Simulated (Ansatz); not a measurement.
We consider cubic perovskite CsCaF3, described by LDA in Ansatz (PAW).

Excerpt of the program's output:

```
Crystal: 5 atoms, lattice volume = 90.675 Å³
Basis set: ecut = 520 eV, 2469 PW (Γ), exchange–correlation on 72×72×72 points (8 copies of the dense FFT grid, shifted against one another)
Bands: 25, of which v1, the nominal top of the filled ones, is band 20 counted from 1 (19 counted from 0)
Symmetry: 48 space group operations
Space group: Pm-3m (ITA 221), of the structure as read, at distance tolerance 4.5e-5 Å
k-points: 35 of 512
Functional: x = slater, c = lda
SCF iter   1: F=—  HF=-9668.143640 eV  |F-HF|=—  |Δ(HF+E_count)|=         —  Δρ=1.65e-2  dr2=1.86e-1
SCF iter   2: F=—  HF=-9668.096814 eV  |F-HF|=—  |Δ(HF+E_count)|=   4.68e-2  Δρ=5.94e-3  dr2=1.07e-2
  ...
SCF iter   6: F=—  HF=-9668.093061 eV  |F-HF|=—  |Δ(HF+E_count)|=   1.71e-6  Δρ=3.57e-6  dr2=1.04e-8
SCF iter   7: F=-9668.093061 eV  HF=-9668.093061 eV  |F-HF|=1.98e-10  |Δ(HF+E_count)|=   8.66e-9  Δρ=8.75e-7  dr2=4.76e-10
SCF 1 converged in 7 iterations: F = -9668.093061 eV  dr2 = 4.76e-10
SCF converged after 7 iterations
Free energy (F): -9668.093061 eV
Internal energy: -9668.093061 eV  (E = F + TS)
E sigma→0 (E₀):  -9668.093061 eV
Fermi energy:    5.884101 eV
--- Forces (eV/Å), atoms counted from 1 ---
  atom   1  Cs    -0.00000000    -0.00000000    -0.00000000
  atom   2  Ca     0.00000000    -0.00000000     0.00000000
  atom   3  F      0.00000000    -0.00000000     0.00000000
  atom   4  F      0.00000000     0.00000000     0.00000000
  atom   5  F      0.00000000     0.00000000     0.00000000
--- Stress (GPa, compression-positive) ---
       -3.226673      -0.000000       0.000000
        0.000000      -3.226673       0.000000
        0.000000       0.000000      -3.226673
  P = ⅓ Tr σ = -3.2267 GPa (-32.267 kbar)
```

**Question.** Write an input file that could have produced this run (the log leaves some choices open).

**Answer.** One answer among several that fit: 
Ansatz 0.2 input:
```yaml
crystal:
  lattice:
    - [4.4925726141, 0.0, 0.0]
    - [0.0, 4.4925726141, 0.0]
    - [0.0, 0.0, 4.4925726141]
  atoms:
    - { symbol: Cs, position: [0.0, 0.0, 0.0] }
    - { symbol: Ca, position: [0.5, 0.5, 0.5] }
    - { symbol: F, position: [0.5, 0.0, 0.5] }
    - { symbol: F, position: [0.0, 0.5, 0.5] }
    - { symbol: F, position: [0.5, 0.5, 0.0] }
basis:
  ecutwfc: 520
  ecutrho_ratio: 4
  xc_grid: 2
kpoints:
  mp_grid: { grid: [8, 8, 8] }
hamiltonian:
  xc: lda
  dispersion: none
  pseudopotentials: { kind: paw }
scf:
  occupations: { method: fermi_dirac, width: 0.01 }
  convergence: { dr2_threshold: 0.0000000005 }
output:
  forces: true
  stress: true
  eigenvalues: true
```

The cell is one volume of an energy–volume scan, off the minimum.

The PAW data were made under PBE.

Computing time: about 6 core-seconds (a rough figure).

Ansatz is an electronic-structure program.
